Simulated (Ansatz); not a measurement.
An ideal cubic perovskite cell is held by its symmetry; such compounds can tilt or shift off centre at room temperature. The starting structures come from a database of crystals and need not be the phases stable at ambient conditions.

 Where the default PAW files enter, the runs use the earlier of Ansatz's two default sets.

The decay constant κ of evanescent states in the gap governs leakage through a thin film.

Here is the system:

```xyz
5
Lattice="4.3821 0.0000 0.0000 0.0000 4.3821 0.0000 0.0000 0.0000 4.3821" Properties=species:S:1:pos:R:3 pbc="T T T"
K      0.0000     0.0000     0.0000
Cd     2.1910     2.1910     2.1910
F      0.0000     2.1910     2.1910
F      2.1910     0.0000     2.1910
F      2.1910     2.1910     0.0000
```

Space group of this cell: Pm-3m, cubic perovskite. The cell is taken as given.

Transport runs along the normal of the first two printed cell vectors, the (001) plane of the conventional cell.

No gap correction and no spin-orbit coupling; mid-gap values are interpolated between computed energies.

### Question
State the band gap and the smallest decay constant κ at mid-gap according to r2SCAN (Ansatz, a quantum-chemistry and plane-wave program).

### Answer
Gap 3.83 eV on a 8×8×8 mesh; κ = 0.447 1/Å, at the zone centre.
